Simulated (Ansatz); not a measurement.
Start from Cu$_{3}$N (space group Pm-3m, No. 221).

```yaml
crystal:
  lattice:
    - [3.82686, 0.00000, 0.00000]
    - [0.00000, 3.82686, 0.00000]
    - [0.00000, 0.00000, 3.82686]
  atoms:
    - { symbol: Cu, position: [0.50000, 0.00000, 0.00000] }
    - { symbol: Cu, position: [0.00000, 0.50000, 0.00000] }
    - { symbol: Cu, position: [0.00000, 0.00000, 0.50000] }
    - { symbol: N, position: [0.00000, 0.00000, 0.00000] }
```

Calculations: plane-wave PAW DFT at the PBE level (Ansatz, a quantum-chemistry and plane-wave program, 420 eV), no spin-orbit coupling.

One change was made to it. Results:

| quantity | base | after |
|---|---|---|
| density | 6.06 g/cm³ | 7.20 g/cm³ |
| band gap | 0.22 eV | zero |

Problem. Which of these changes matches the shifts?
A) pressure −2 GPa
B) pressure 30 GPa
C) pressure 0.9 GPa

Solution. B, pressure 30 GPa. For comparison, the band gap in the other runs: pressure 0.9 GPa gives 0.20 eV; pressure −2 GPa gives 0.28 eV.

A case with no gap was solved on a k-mesh chosen for an insulator, which is coarse for it. Load acts through the strain it causes; cell and atoms are relaxed under it. Whether these cells are dynamically stable was not tested. Competing high-pressure phases were not computed. All final runs are without spin polarisation. A zero or small gap of Cu3N can be the functional's error rather than a property of the material.
